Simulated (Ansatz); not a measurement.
The reference is MgO in the rock salt structure (space group Fm-3m, No. 225; a = 4.214 Å). Axes: x, y, z lie along the cube axes.

The change: the cell is compressed by 1.75 % along z with no lateral relaxation, atoms relaxed at fixed cell.

Levels (all Ansatz, a first-principles code, PAW): PBEsol (420 eV, scalar-relativistic without spin-orbit coupling); r2SCAN (500 eV, no spin-orbit coupling); HSE06 (420 eV, spin-orbit coupling left out).

At the geometry relaxed with PBEsol, these levels gave the following band gaps, in shuffled order: (a) 4.78 eV, (b) 6.64 eV, (c) 5.78 eV.

Match each gap to its level.

(a) PBEsol; (b) HSE06; (c) r2SCAN.

Single points use the geometry relaxed with PBEsol. The cells carry an imposed strain or load. Whether these cells are dynamically stable was not tested.
